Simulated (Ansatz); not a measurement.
```yaml
crystal:
  lattice:
    - [14.00000, 0.00000, 0.00000]
    - [0.00000, 14.00000, 0.00000]
    - [0.00000, 0.00000, 8.66322]
  atoms:
    - { symbol: Al, position: [0.60741, 0.50000, 0.00000] }
    - { symbol: Al, position: [0.42619, 0.58277, 0.09091] }
    - { symbol: Al, position: [0.48232, 0.39160, 0.18182] }
    - { symbol: Al, position: [0.59003, 0.55920, 0.27273] }
    - { symbol: Al, position: [0.39282, 0.53085, 0.36363] }
    - { symbol: Al, position: [0.54339, 0.40038, 0.45455] }
    - { symbol: Al, position: [0.54339, 0.59962, 0.54545] }
    - { symbol: Al, position: [0.39282, 0.46915, 0.63637] }
    - { symbol: Al, position: [0.59003, 0.44080, 0.72727] }
    - { symbol: Al, position: [0.48232, 0.60840, 0.81818] }
    - { symbol: Al, position: [0.42619, 0.41723, 0.90909] }
```

All values below come from PBE (plane waves to 420 eV, PAW; Ansatz, an electronic-structure program). Mesh 1×1×8. No spin polarisation. Periodic along z alone, with about 11 Å of vacuum beside it. A hypothetical model. Symmetry and one short period hold its shape; lower forms weren't sought. Pairing along the axis, which can open a gap, is among the distortions not tried. Buckling under compression is shut out by symmetry and the short period.

Problem. Give the properties of this body.

Solution. 
| Item | Result |
|---|---|
| largest distance between nuclei across the axis | 3.04 Å |
| PBE gap | none (under 0.01 eV) |
| work function (PBE) | 4.30 eV |
| axial stiffness dF/dε | 50 nN |
